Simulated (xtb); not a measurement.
xtb 6.7.1, GFN2-xTB: CC1(C)c2ccccc2-c2ccc(-c3cc4c(s3)-c3sc(C(F)(F)F)cc3C4(C)C)cc21, 53 atoms. The geometry is a generated start, not checked to be a minimum at this level.

| Quantity | Value |
|---|---|
| method | GFN2-xTB |
| --acc | 1 (default) |
| --etemp (K) | 300 (default) |
| detailed input (--input) | none: ANC optimiser, Lindh (1995) Hessian, microcycle=20, maxdispl=1.0, hlow=0.01 (default) |
| basis functions | 161 |
| valence electrons | 162 |

The structure is relaxed from this start with --opt LEVEL for the levels crude, sloppy, loose, lax, normal, tight, vtight, extreme, once each. Up to the end of the extreme run atoms move by at most 1.2 Å along an axis.

Which level is enough to come within 1 meV of the tightest end point?

normal: 46 cycles against 68, ending 0.48 meV above.

```tsv
level	cycles	energy above the extreme run (meV)	gradient norm (eV/Å)
crude	4	74	0.31
sloppy	9	51	0.14
loose	22	14	0.035
lax	29	7.8	0.044
normal	46	0.48	0.027
tight	50	0.36	0.013
vtight	68	under 0.01	0.0021
extreme	68	—	0.0021
```
